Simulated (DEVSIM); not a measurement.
System: Si p-n junction from an implanted or diffused profile, at 300 K.

| layer (left to right) | material | thickness (μm) | Nd (cm⁻³) | τn (s) | τp (s) |
|---|---|---|---|---|---|
| 1 | Si | 63.0 | 1.8e16 | 0.00012 | 0.00012 |

Added acceptor profile: 6.9e18 cm⁻³ × exp(−(x − 0.034 μm)²/(2·(0.028 μm)²)). Left contact: ohmic. Right contact: ohmic. Voltage is applied to the left contact. Recombination: SRH at mid-gap. Gap narrowing is on: ΔEg = 6.92 meV × (l + √(l² + 0.5)), l = ln(N/1.3e17 cm⁻³), shared equally by both band edges. Mobility is constant in doping. Where it depends on doping, it is μmin + (μ − μmin)/(1 + (N/Nref)^α).

Constants are typed, rounded textbook-type inputs, not results; the design itself was drawn at random and stands for no fabricated device. Values at 300 K; Nc and Nv go as T^1.5, mobilities as T to minus their exponent, the gap by Varshni's rule with the affinity fixed. The table also holds parameters that only a changed run uses.

| parameter | Si |
|---|---|
| gap (eV) | 1.124 |
| affinity (eV) | 4.05 |
| permittivity | 11.7 |
| Nc (cm⁻³) | 2.86e19 |
| Nv (cm⁻³) | 3.1e19 |
| μn (cm²/Vs) | 1417 |
| μp (cm²/Vs) | 470 |
| μn,min | 52 |
| μp,min | 45 |
| Nref,n | 9.7e16 |
| Nref,p | 2.2e17 |
| αn | 0.68 |
| αp | 0.72 |
| T exponent of μn | 2.3 |
| T exponent of μp | 2.2 |
| Cn (cm⁶/s) | 2.8e-31 |
| Cp (cm⁶/s) | 9.9e-32 |
| Varshni α (eV/K) | 0.000473 |
| Varshni β (K) | 636 |

DEVSIM, 1D drift-diffusion, Boltzmann statistics, complete ionisation; no tunnelling, impact ionisation, image-force lowering or self-heating.

Base results: dark forward voltage at 1 A/cm² (V) 0.594; dark forward voltage at 100 A/cm² (V) 0.833; potential step across the device at zero bias (V) 0.852.

### Question
What follows from this one change: peak of the profile 6.9e+18 → 3.4e+18 cm^-3?

### Answer
dark forward voltage at 1 A/cm² 0.594 → 0.586 V; dark forward voltage at 100 A/cm² little changed (0.830 V); potential step across the device at zero bias 0.852 → 0.839 V.

### Question
What follows from this one change: straggle of the profile 0.028 → 0.056 μm?

### Answer
dark forward voltage at 1 A/cm² 0.594 → 0.607 V; dark forward voltage at 100 A/cm² little changed (0.835 V); potential step across the device at zero bias 0.852 → 0.863 V.

### Question
What follows from this one change: thickness of layer 1 63 → 320 μm?

### Answer
dark forward voltage at 1 A/cm² 0.594 → 0.601 V; dark forward voltage at 100 A/cm² 0.833 → 1.303 V; potential step across the device at zero bias little changed (0.852 V).

### Question
What follows from this one change: doping Nd of layer 1 1.8e+16 → 5.4e+14 cm^-3?

### Answer
dark forward voltage at 1 A/cm² 0.594 → 0.605 V; dark forward voltage at 100 A/cm² 0.833 → 1.156 V; potential step across the device at zero bias 0.852 → 0.762 V.

### Question
What follows from this one change: temperature 300 → 450 K?

### Answer
dark forward voltage at 1 A/cm² 0.594 → 0.285 V; dark forward voltage at 100 A/cm² 0.833 → 0.697 V; potential step across the device at zero bias 0.852 → 0.638 V.

### Question
What follows from this one change: doping-dependent mobility in place of the constant one?

### Answer
dark forward voltage at 1 A/cm² 0.594 → 0.649 V; dark forward voltage at 100 A/cm² 0.833 → 0.859 V; potential step across the device at zero bias little changed (0.852 V).
